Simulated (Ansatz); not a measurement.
System: cubic perovskite BaMoO3. Method: LDA in Ansatz (plane waves, PAW).

Run with plane-wave cutoff 520 eV, 14×14×14 k mesh, Fermi–Dirac smearing 0.05 eV, no spin polarisation, scalar-relativistic PAW data made under PBE.

Pressure at four volumes; x = ln(V/12.584 Å³). One pressure is withheld.

| V (Å³/atom) | x | P (GPa) |
|---|---|---|
| 11.829 | -0.0619 | ? |
| 12.081 | -0.0408 | 9.55 |
| 12.584 | 0.0000 | 0.00 |
| 13.340 | 0.0583 | -10.86 |

Problem. Pass a parabola P(x) through the three rows shown, estimate the bulk modulus and its pressure derivative near zero pressure, and predict the withheld pressure.

Solution. Slopes between the rows: (0.00 − (9.55))/(0.0000 − (-0.0408)) = -234.07 and (-10.86 − (0.00))/(0.0583 − (0.0000)) = -186.28 GPa. Their difference over the span 0.0991 is c = 47.79/0.0991 = 482.2 GPa, so P(x) = 9.55 + (-234.07)(x − (-0.0408)) + 482.2 (x − (-0.0408))(x − (0.0000)). At the middle row B = −dP/dx = −[-234.07 + 482.2 × 0.0408] = 214.4 GPa, and B′ = dB/dP = 2c/B = 4.5. At x = -0.0619 the parabola gives 15.12 GPa; the run gives 15.18 GPa. The Birch–Murnaghan fit to the energies at all volumes has B0 = 213 GPa and B′ = 4.6.

Note: the run has no spin polarisation, so it can have missed a magnetic state; the relaxation could not lower the start's symmetry, so the cell can be a saddle point above a distorted one; functionals without U or exact exchange can leave correlated insulators metallic, so the missing gap need not be real.

Spin–orbit coupling is not included.

Ansatz is an electronic-structure program.
